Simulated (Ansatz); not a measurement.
A self-consistent single point of Hf₅Sc (P-62m, 6 atoms in the cell) with Ansatz (a program for electronic structure).

Computed with PBEsol, PAW files made with PBE (plane waves; Ansatz).

The change in words: lattice scaled by 0.98. Reference geometry:
```xyz
6
Lattice="5.5615 0.0000 0.0000 -2.7807 4.8164 0.0000 0.0000 0.0000 5.0245" Properties=species:S:1:pos:R:3 pbc="T T T"
Hf     3.6735     0.0000     0.0000
Hf     0.9440     1.6350     0.0000
Hf    -1.8368     3.1814     0.0000
Hf     0.0000     3.2109     2.5122
Hf     2.7807     1.6055     2.5122
Sc     0.0000     0.0000     2.5122
```

Reference input (self-consistent single point, DFT, PBEsol, plane waves, PAW files made with PBE): basis.ecutwfc = 420 eV; kpoints.mp_grid.grid = 5 5 5; hamiltonian.xc = pbesol; hamiltonian.pseudopotentials = {kind: paw} (the program's default PAW files); scf.occupations.method = gaussian; scf.occupations.width = 0.1 eV. This run's input differs from it in these lines:

```diff
@@ -3,5 +3,5 @@
   lattice:
-    - [5.56147000, 0.00000000, 0.00000000]
-    - [-2.78073500, 4.81637400, 0.00000000]
-    - [0.00000000, 0.00000000, 5.02450000]
+    - [5.45024100, 0.00000000, 0.00000000]
+    - [-2.72512000, 4.72004700, 0.00000000]
+    - [0.00000000, 0.00000000, 4.92401000]
   atoms:
```

Output (repeated stretches shortened):

```
SCF iter   1: F=—  HF=-80106.129286 eV  |F-HF|=—  |Δ(HF+E_count)|=         —  Δρ=3.54e-2  dr2=1.88e0  ethr=3.10e-3  ⟨swp⟩=5.3  Hψ=3761  notcnv=0
all-band conjugate gradients solve this SCF's bands
preconditioner: auto → Kerker (q_TF=auto, 2.777 Å⁻¹)
SCF iter   2: F=—  HF=-80105.700802 eV  |F-HF|=—  |Δ(HF+E_count)|=   4.28e-1  Δρ=2.14e-2  dr2=6.87e-1  ethr=1.33e-3  ⟨swp⟩=3.0  Hψ=2494  notcnv=0  defer=87
   [... lines left out ...]
SCF iter   7: F=—  HF=-80105.435843 eV  |F-HF|=—  |Δ(HF+E_count)|=   4.65e-5  Δρ=1.32e-4  dr2=2.13e-5  ethr=4.71e-8  ⟨swp⟩=2.5  Hψ=2357  notcnv=0  defer=87
SCF iter   8: F=—  HF=-80105.435809 eV  |F-HF|=—  |Δ(HF+E_count)|=   3.36e-5  Δρ=4.78e-5  dr2=2.81e-6  ethr=1.51e-8  ⟨swp⟩=2.0  Hψ=2245  notcnv=0  defer=87
SCF iter   9: F=—  HF=-80105.435808 eV  |F-HF|=—  |Δ(HF+E_count)|=   8.27e-7  Δρ=1.04e-5  dr2=1.60e-7  ethr=1.99e-9  ⟨swp⟩=2.1  Hψ=1928  notcnv=0  defer=87
SCF iter  10: F=-80105.435808 eV  HF=-80105.435808 eV  |F-HF|=6.71e-9  |Δ(HF+E_count)|=   1.44e-8  Δρ=2.33e-6  dr2=8.17e-9  ethr=7.09e-11  ⟨swp⟩=13.1  Hψ=6350  notcnv=0
SCF 1 converged in 10 iterations: F = -80105.435808 eV  dr2 = 8.17e-9
Free energy (F): -80105.435808 eV
Internal energy: -80105.412009 eV  (E = F + TS)
E sigma→0 (E₀):  -80105.423909 eV
Entropy (-TS):   -0.023800 eV (-3.967 meV/atom)
Fermi energy:    17.671191 eV
--- Forces (eV/Å), atoms counted from 1 ---
  atom   1  Hf     0.03257460    -0.00000000     0.00000000
  atom   2  Hf    -0.01628730    -0.02821043     0.00000000
  atom   3  Hf    -0.01628730     0.02821043     0.00000000
  atom   4  Hf     0.00000000    -0.00000000     0.00000000
  atom   5  Hf    -0.00000000    -0.00000000     0.00000000
  atom   6  Sc    -0.00000000     0.00000000     0.00000000
--- Stress (GPa, compression-positive) ---
        2.916736      -0.000000       0.000000
       -0.000000       2.916736       0.000000
        0.000000       0.000000       3.690570
  P = ⅓ Tr σ = 3.1747 GPa (31.747 kbar)
  The stress holds the Pulay correction. Without it, at fixed plane waves, as pw.x and ABINIT print it: P = 3.1325 GPa
```

The run converged in 10 iterations. Against the reference run the free energy stays essentially unchanged (within 1 meV/atom), the pressure goes from -3.05 to 3.17 GPa and the largest force goes from 0.026 to 0.033 eV/Å.

The starting cell comes from a database of computed structures (which also holds hypothetical and non-ambient phases and stackings), without a prior relaxation at this level. For this run, on top of that: lattice scaled by 0.98. With a pressure of about 3 GPa the cell is away from its equilibrium volume at this level. Ansatz's pressure includes its estimate of the finite-basis (Pulay) stress.

Keys are those of Ansatz 0.2.
